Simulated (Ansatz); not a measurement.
Base system: HfO₂ in the fluorite structure (space group Fm-3m, No. 225; a = 5.0585 Å).

Modification: cell and atoms relaxed at a pressure of 50 GPa.

Levels (all Ansatz, a quantum-chemistry and plane-wave program, PAW): r2SCAN (500 eV, spin-orbit coupling left out); HSE06 (420 eV, scalar-relativistic without spin-orbit coupling).

The geometry is relaxed with r2SCAN.

| Quantity | Result |
|---|---|
| r2SCAN lowest conduction level above the VBM at special points | X 4.66 eV; Γ 4.71 eV; U 5.26 eV |

### Question
Predict the lowest conduction level above the VBM at special points from HSE06.

### Answer
The lowest conduction level above the VBM at special points changes from X 4.66 eV; Γ 4.71 eV; U 5.26 eV to X 5.79 eV; Γ 5.88 eV; U 6.45 eV.

Single points use the geometry relaxed with r2SCAN. Their cutoffs differ, which shifts pressures a little. HSE06 gaps are upper bounds (no full band path). The levels and masses belong to the bands next to the band gap. Load acts through the strain it causes; cell and atoms are relaxed under it. No phonon test of stability was made. Competing high-pressure phases were not computed. This is not the structure that HfO2 has at room temperature and ambient pressure.
